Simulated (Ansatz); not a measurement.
# LiF in the CsCl type structure (space group Pm-3m, No. 221; a model cell, its experimental status unchecked)

```cif
data_FLi
_chemical_formula_sum 'Li1 F1'
_space_group_name_H-M_alt 'P 1'
_space_group_IT_number 1
_cell_length_a 2.51654
_cell_length_b 2.51654
_cell_length_c 2.51654
_cell_angle_alpha 90.000
_cell_angle_beta 90.000
_cell_angle_gamma 90.000
loop_
_space_group_symop_operation_xyz
  'x, y, z'
loop_
_atom_site_label
_atom_site_type_symbol
_atom_site_fract_x
_atom_site_fract_y
_atom_site_fract_z
_atom_site_occupancy
Li1 Li 0.00000 0.00000 0.00000 1
F1 F 0.50000 0.50000 0.50000 1
```

Computed with r2SCAN (Ansatz, a program for electronic structure, PAW, no SOC). Γ-centred 13×13×13 mesh, Fermi–Dirac width 0.05 eV.

```json
{
 "volume_per_atom": "7.97 Å³",
 "density": "2.70 g/cm³",
 "band_gap": "8.91 eV, indirect, M → Γ",
 "electron_mass": "0.88 mₑ",
 "Lowest conduction-band minima above the VBM": "Γ 8.91 eV",
 "total_energy": "-508.855 eV/atom (σ→0; compares only within this code and set-up)"
}
```

Masses are band curvatures over ±0.01 Å⁻¹ around the edge. Whether these cells are dynamically stable was not tested. This is not the structure that LiF has at room temperature and ambient pressure.
